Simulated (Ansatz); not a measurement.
The reference is InSb in the rock salt structure (space group Fm-3m, No. 225; a = 6.0346 Å; a model cell, its experimental status unchecked).

Now apply this change: full substitution In → Ga, then cell and atoms are relaxed.

Levels (all Ansatz, a first-principles code, PAW): PBEsol (420 eV, no spin-orbit coupling); r2SCAN (500 eV, scalar-relativistic without spin-orbit coupling).

The geometry is relaxed with PBEsol.

```
Quantity          Result
---------------  -------
PBEsol pressure  0.0 GPa
```

With r2SCAN at the same geometry, the pressure goes from zero to 1.5 GPa.

Single points use the geometry relaxed with PBEsol. Their cutoffs differ, which shifts pressures a little. Stability against distortions was not tested. As relaxed here, GaSb is a hypothetical phase, not in the database extracts checked. The final runs are not spin-polarised. This is not the structure that InSb has at room temperature and ambient pressure.
